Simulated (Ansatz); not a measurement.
System: Ti3GeC2 (P6₃/mmc, No. 194; cell taken from a computed entry). Method: r²SCAN in Ansatz (plane waves, PAW).

Numerical settings: plane-wave cutoff 600 eV, 24×24×4 k mesh (along the axes of the cell as run), Fermi–Dirac smearing 0.047 eV (set by the program), no spin polarisation, scalar-relativistic PAW data made under PBE.

Computed at the level's own relaxed cell.

Hill averages of the elastic tensor: K = 187.1 GPa, G = 140.2 GPa. Volume 12.270 Å³/atom, mean atomic mass 40.044 u.

Task: Work out the density, the sound velocities of a polycrystal and the elastic Debye temperature at this level.

Result: ρ = 1.66054 × 40.044/12.270 = 5.419 g/cm³. v_l = √[(K + 4G/3)/ρ] = 8.308 km/s and v_t = √(G/ρ) = 5.086 km/s. The mean follows from 3/v_m³ = 1/v_l³ + 2/v_t³: v_m = 5.615 km/s. Θ_D = (ħ/k_B) v_m (6π²/V)^(1/3) = 76.38 K Å s/km × 5.615 × 1.6899 Å⁻¹ = 725 K, counting all atoms of the cell.

Note: the relaxation could not lower the start's symmetry, so the cell can be a saddle point above a distorted one.

Ansatz is a quantum-chemistry and plane-wave program.
